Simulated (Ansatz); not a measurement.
Levels about the gap of amorphous Sn₁₆Ta₈O₃₆ (60 atoms in a cell of 1045 Å³, 6.23 g/cm³; zone centre alone, so wide bands show as single levels with stretches between that a denser mesh fills), at the geometry that PBE relaxed, where it gives 0.6 GPa on a denser mesh. The participation number counts the atoms over which a state spreads; weights are charges in smoothed Voronoi cells. The levels come from a single point, so bond lengths are those of that geometry. Method of the levels: PBE, scalar-relativistic without spin-orbit coupling (Ansatz, a quantum-chemistry and plane-wave program). Sampling: the zone centre alone; Fermi-Dirac width 0.02 eV; no spin polarisation.

Preparation: random packing, a CHGNet melt and quench, and a DFT relaxation. O atoms were pushed apart under 1.9 Å during the dynamics, to hinder bonds among them. The hot cell started wider than the set density and was brought back towards it in steps. It is the lowest in DFT energy of 2 quenches. It is a model cell: composition and starting density were chosen by hand, and all elements were melted together. No dispersion term was used. Its density started from a set value of 6.90 and ended at 6.23 g/cm³. Cooling (nominally 190 K/ps over its main leg) ran many orders faster than in experiment, which tends to leave more defects and strain. A cell of this size samples the disorder only roughly. The volume was free in the relaxation, at fixed shape. Stress components on the final sampling reach 1.4 GPa. On a 2×2×2 Γ-centred mesh force components of up to 0.19 eV/Å stay, since the relaxation ran on the zone centre alone. Cycles of charging lowered its energy after that relaxation.

```tsv
E - E(highest filled), eV	filling	participation number	largest on	weight Sn	weight O	weight Ta
-0.82	filled	21.8	Sn, 3 neighbours	0.44	0.53	0.03
-0.68	filled	30.3	Sn, 4 neighbours	0.48	0.50	0.03
-0.60	filled	22.6	Sn, 3 neighbours	0.45	0.52	0.03
-0.55	filled	17.4	Sn, 3 neighbours	0.45	0.52	0.03
-0.31	filled	25.5	Sn, 3 neighbours	0.43	0.53	0.04
-0.19	filled	22.5	Sn, 3 neighbours	0.49	0.49	0.02
0.00	filled	15.5	Sn, 3 neighbours	0.50	0.47	0.03
1.62	empty	7.8	Sn, 3 neighbours	0.66	0.30	0.04
2.20	empty	29.8	Sn, 3 neighbours	0.48	0.36	0.17
2.28	empty	33.2	Sn, 3 neighbours	0.44	0.34	0.21
2.40	empty	21.0	Sn, 4 neighbours	0.53	0.35	0.11
2.53	empty	31.0	Ta, 6 neighbours	0.37	0.37	0.26
2.59	empty	27.6	Ta, 6 neighbours	0.33	0.34	0.32
2.67	empty	24.8	Ta, 6 neighbours	0.27	0.35	0.38
```

Most localised among these is the empty level at +1.62 eV, on a Sn atom, which has 3 neighbours (O 2.16 Å, O 2.18 Å, O 2.56 Å).
